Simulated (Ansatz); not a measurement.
## Si: response to strain

Take Si in the diamond structure (space group Fd-3m, No. 227; a = 5.444 Å) as the base. Axes: x, y, z lie along the cube axes.

Strains are applied to the cell and any free atomic positions relax; under biaxial strain the out-of-plane vector relaxes too.

Calculations: r2SCAN (Ansatz, a first-principles code; PAW; 500 eV plane waves; no SOC).

Notes on the quantities. in-plane stress: mean in-plane stress (compression positive).

| variant | in-plane stress | smallest direct gap | out-of-plane strain |
|---|---|---|---|
| base | – | 2.74 eV | – |
| biaxial strain −2.50 %, plane normal [111], relaxed out of plane | +6.2 GPa | 2.23 eV | +1.11 % |
| biaxial strain −2.08 %, plane normal [111], relaxed out of plane | +5.1 GPa | 2.33 eV | +0.91 % |
| biaxial strain −1.67 %, plane normal [111], relaxed out of plane | +4.1 GPa | 2.42 eV | +0.73 % |
| biaxial strain −1.25 %, plane normal [111], relaxed out of plane | +3.0 GPa | 2.51 eV | +0.54 % |
| biaxial strain −0.83 %, plane normal [111], relaxed out of plane | +2.0 GPa | 2.60 eV | +0.35 % |
| biaxial strain −0.42 %, plane normal [111], relaxed out of plane | +1.0 GPa | 2.67 eV | +0.17 % |

Whether these cells are dynamically stable was not tested.
